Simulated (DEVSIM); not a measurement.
Structure: Si p+/n-/n+ power diode, at 300 K.

```
layer (left to right)  material  thickness (μm)  Nd (cm⁻³)  Na (cm⁻³)  τn (s)  τp (s)
---------------------  --------  --------------  ---------  ---------  ------  ------
1                            Si           0.830          -     2.9e18  2.7e-5  2.7e-5
2                            Si            18.0     1.9e16          -  2.7e-5  2.7e-5
3                            Si            8.00     2.8e18          -  2.7e-5  2.7e-5
```

Left contact: ohmic. Right contact: ohmic. Voltage is applied to the left contact. Recombination: SRH at mid-gap. Gap narrowing is on: ΔEg = 6.92 meV × (l + √(l² + 0.5)), l = ln(N/1.3e17 cm⁻³), shared equally by both band edges. Mobility is μmin + (μ − μmin)/(1 + (N/Nref)^α).

Constants are typed, rounded textbook-type inputs, not results; the design itself was drawn at random and stands for no fabricated device. Values at 300 K.

| parameter | Si |
|---|---|
| gap (eV) | 1.124 |
| affinity (eV) | 4.05 |
| permittivity | 11.7 |
| Nc (cm⁻³) | 2.86e19 |
| Nv (cm⁻³) | 3.1e19 |
| μn (cm²/Vs) | 1417 |
| μp (cm²/Vs) | 470 |
| μn,min | 52 |
| μp,min | 45 |
| Nref,n | 9.7e16 |
| Nref,p | 2.2e17 |
| αn | 0.68 |
| αp | 0.72 |

Model (solved in DEVSIM): 1D drift-diffusion, Boltzmann statistics, complete ionisation; no tunnelling, impact ionisation, image-force lowering or self-heating.

The thickness of layer 3 was swept, all else fixed.

```csv
thickness of layer 3 (μm),dark forward voltage at 1 A/cm² (V),dark forward voltage at 100 A/cm² (V)
1.6,0.691,0.821
2.8,0.694,0.823
4.8,0.695,0.825
8,0.696,0.827
14,0.697,0.829
24,0.697,0.831
40,0.697,0.833
```

From the first row to the last the dark forward voltage at 1 A/cm² goes from 0.691 to 0.697. From the first row to the last the dark forward voltage at 100 A/cm² goes from 0.821 to 0.833.
